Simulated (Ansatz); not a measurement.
The reference is GaN in the zinc blende structure (space group F-43m, No. 216).

```yaml
crystal:
  lattice:
    - [0.00000, 2.24895, 2.24895]
    - [2.24895, 0.00000, 2.24895]
    - [2.24895, 2.24895, 0.00000]
  atoms:
    - { symbol: Ga, position: [0.00000, 0.00000, 0.00000] }
    - { symbol: N, position: [0.25000, 0.25000, 0.25000] }
```

Cartesian axes are those of the cell as printed.

Computed with r2SCAN (Ansatz, a program for electronic structure, PAW, no SOC).

Strains are applied to the cell and any free atomic positions relax; under biaxial strain the out-of-plane vector relaxes too.

One change was made to it. Results:

| quantity | base | after |
|---|---|---|
| electron mass | 0.17 mₑ (at Γ) | 0.17 mₑ out of plane, 0.16 mₑ in plane (at Γ) |
| valence-band top at Γ (three highest levels, from the VBM) | 0.00, 0.00, 0.00 eV | 0.00, -0.11, -0.11 eV |
| volume per atom | 11.37 Å³ | 11.60 Å³ |

Problem. What was done to the base?
A) biaxial strain +2.50 %, plane normal [111], relaxed out of plane
B) biaxial strain +0.42 %, plane normal [111], relaxed out of plane
C) biaxial strain +1.25 %, plane normal [111], relaxed out of plane
D) biaxial strain +2.08 %, plane normal [111], relaxed out of plane

Solution. C, biaxial strain +1.25 %, plane normal [111], relaxed out of plane. For comparison, the electron mass in the other runs: biaxial strain +2.50 %, plane normal [111], relaxed out of plane gives 0.16 mₑ out of plane, 0.15 mₑ in plane (at Γ); biaxial strain +2.08 %, plane normal [111], relaxed out of plane gives 0.16 mₑ out of plane, 0.15 mₑ in plane (at Γ); biaxial strain +0.42 %, plane normal [111], relaxed out of plane gives 0.17 mₑ (at Γ).

The levels and masses belong to the bands next to the band gap. Effective masses come from finite differences of ±0.01 Å⁻¹. Stability against distortions was not tested. This is not the structure that GaN has at room temperature and ambient pressure.
